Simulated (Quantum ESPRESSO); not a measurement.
Pressure against volume in CsCl-type CuZn (space group 221) (Quantum ESPRESSO, PBEsol)

```
CuZn
1.0
    2.86435     0.00000     0.00000
    0.00000     2.86435     0.00000
    0.00000     0.00000     2.86435
Zn Cu
1 1
Direct
  0.50000   0.50000   0.50000
  0.00000   0.00000   0.00000
```

Method: PBEsol, GBRV 1.5 ultrasoft (PBESOL) pseudopotentials (plane waves; Quantum ESPRESSO 7.5). Settings: ecutwfc = 65 Ry; ecutrho = 520 Ry; occupations = smearing; smearing = fermi-dirac; degauss = 0.0036749 Ry; potentials = {Zn: zn_pbesol_v1.uspp.F.UPF, Cu: cu_pbesol_v1.2.uspp.F.UPF}; K_POINTS = automatic 20 20 20 0 0 0; conv_thr = 1e-10 Ry; mixing_beta = 0.4. The cell above is the first row's. The rows scale it uniformly. In all rows fractional positions and the k mesh are held.

| V (Å^3/atom) | P (GPa) |
|---|---|
| 11.750 | ? |
| 12.006 | 3.67 |
| 12.261 | 0.57 |
| 12.517 | -2.22 |
| 12.772 | -4.66 |
| 13.027 | -6.80 |
| 13.283 | -8.68 |
| 13.538 | -10.37 |
| 13.794 | -11.81 |

### Question
Using a cubic, estimate the missing P at V = 11.750 from the other rows, showing the fit.

### Answer
With u = V - 12.9, the rows have u = -0.8940, -0.6390, -0.3830, -0.1280, 0.1270, 0.3830, 0.6380, 0.8940. Least squares gives P = -5.766 - 8.4199·u + 2.1213·u² - 0.3032·u³. Residuals (row less fit): -0.003, 0.010, -0.007, -0.007, 0.002, 0.017, -0.017, 0.005; standard error 0.014 (degrees of freedom: 4). The fitted pressure is zero at V0 = 12.31, where dP/dV = -11.24, so B0 = -V0·dP/dV = 138 GPa. At the withheld row, u = -1.1500, so P = -5.766 - 8.4199 × (-1.1500) + 2.1213 × (-1.1500)² - 0.3032 × (-1.1500)³ = 7.183 GPa. The calculation gives 7.20 GPa, 0.017 GPa above the prediction (0.1 % of the range of P in the table). The row lies outside the fitted rows, so this is an extrapolation. From the scatter of the fitted rows alone, a prediction at this place has a standard error of 0.038 GPa, so the miss is 0.4 times that.

Carrying the step between the two nearest rows on in a straight line would have given 6.78, off by 0.42; series whose last step already gives the withheld value aren't shown. The scan was laid around a cell of about the measured size, scaled by a guess for this functional. The runs keep the symmetry of the cell, so they don't test it for distortions. Spin polarisation is off. Cutoffs and mesh are single choices, not tested for convergence of this quantity. Series with a scatter that would blur these digits, or in which a gap closes, are not shown.
